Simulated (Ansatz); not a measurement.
The parent structure is MoTe₂ (space group P6_3/mmc, No. 194; a = 3.497 Å, c = 13.696 Å; layered, stacked along the Cartesian z axis).

Computed with plane-wave PAW DFT at the PBE-D3(BJ) level (Ansatz, an electronic-structure program, 420 eV), no spin-orbit coupling.

Base values:

The pressure comes out as 0.00 GPa.

Perturbation: an isotropic linear strain of +3.00 %, atoms relaxed at fixed cell.

Problem. What happens to the energy relative to the base?

Solution. The energy increases by 27 meV/atom.

Problem. What does the calculation give for the pressure after the change?

Solution. The pressure (mean of the normal stresses, compression positive) goes from zero to -3.58 GPa.

Problem. Predict the new largest internal atomic displacement.

Solution. The largest internal atomic displacement comes out as 0.085 Å.

Stability against distortions was not tested. The program warned that a D3 coordination switch lies within reach, so dispersion energies are less smooth here.
